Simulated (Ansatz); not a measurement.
We consider Li₂MnO₃ (C2/m, No. 12), described by PBEsol (PAW; Ansatz, a program for electronic structure).

Settings: plane-wave cutoff 520 eV, 8×8×8 k mesh, Fermi–Dirac smearing 0.01 eV, spin-polarised with parallel moments, scalar-relativistic PAW data made under PBE.

Energies at three volumes about the minimum:

| V (Å³/atom) | E − E_lowest (meV/atom) |
|---|---|
| 7.962 | 1.29 |
| 8.124 | 0.00 |
| 8.287 | 1.21 |

Problem. Fit a parabola by hand: where is the minimum, and what is the bulk modulus?

Solution. Slopes: (0.00 − 1.29)/(8.124 − 7.962) = -7.963 and (1.21 − 0.00)/(8.287 − 8.124) = 7.423 meV/Å³. Curvature E″ = 2 × (7.423 − (-7.963))/(8.287 − 7.962) = 94.683 meV/Å⁶. From the middle of the first interval, the slope vanishes at V0 = 8.0430 − (-7.963)/94.683 = 8.127 Å³/atom. B = V0 E″ = 8.127 × 94.683 meV/Å³ × 0.1602 GPa per meV/Å³ = 123 GPa. The full Birch–Murnaghan fit to all volumes gives V0 = 8.124 Å³/atom and B0 = 123 GPa.

Shape and atoms are relaxed at each volume.

Note: the magnetic order was assumed, not searched for or taken from measurement; the relaxation could not lower the start's symmetry, so the cell can be a saddle point above a distorted one; without U or exact exchange, gaps and moments of open d shells tend to come out too small.
